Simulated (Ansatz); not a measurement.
Levels about the gap of amorphous Te26O31 (57 atoms in a cell of 1310 Å³, 4.84 g/cm³; zone centre alone, so wide bands show as single levels with stretches between that a denser mesh fills), at the geometry that PBE relaxed, where it gives 0.0 GPa on a denser mesh. The participation number counts the atoms over which a state spreads; weights are charges in smoothed Voronoi cells. The levels come from a single point, so bond lengths are those of that geometry. Method of the levels: PBE, scalar-relativistic without spin-orbit coupling (Ansatz, an electronic-structure program). Sampling: the zone centre alone; Fermi-Dirac width 0.1 eV; no spin polarisation. The usual formal charges leave 42 electrons over, so the level spacing at the Fermi energy parts defect or band states and needn't be the band gap.

Preparation: random packing, a CHGNet melt and quench, and a DFT relaxation. O atoms were pushed apart under 1.9 Å during the dynamics, to hinder bonds among them. The hot cell started wider than the set density and was brought back towards it in steps. It is the lowest in DFT energy of 3 quenches. It is a model cell: composition and starting density were chosen by hand, and all elements were melted together. No dispersion term was used. Its density started from a set value of 6.13 and ended at 4.84 g/cm³. The quench (nominally 230 K/ps over its main leg) was far faster than any real one, so the model tends to hold more defects than a real film. Values belong to this one cell and scatter from quench to quench. Volume and shape were free in the relaxation.

```tsv
E - E(highest filled), eV	filling	participation number	largest on	weight Te	weight O
-0.85	filled	12.8	Te, 2 neighbours	0.79	0.21
-0.79	filled	16.2	Te, 3 neighbours	0.78	0.22
-0.65	filled	14.1	Te, 4 neighbours	0.82	0.18
-0.50	filled	8.4	Te, 2 neighbours	0.80	0.20
-0.44	filled	6.1	Te, 3 neighbours	0.83	0.17
-0.35	filled	8.8	Te, 4 neighbours	0.84	0.16
0.00	filled	8.9	Te, 2 neighbours	0.86	0.14
1.05	empty	16.3	Te, 4 neighbours	0.67	0.33
1.20	empty	14.1	Te, 2 neighbours	0.74	0.26
1.30	empty	27.3	Te, 3 neighbours	0.67	0.33
1.38	empty	18.2	Te, 3 neighbours	0.73	0.27
1.44	empty	30.2	Te, 4 neighbours	0.66	0.34
1.60	empty	31.9	Te, 3 neighbours	0.68	0.32
1.72	empty	34.4	Te, 4 neighbours	0.63	0.37
```

Most localised among these is the filled level at -0.44 eV, on a Te atom, which has 3 neighbours (O 2.29 Å, Te 2.72 Å, Te 2.92 Å).
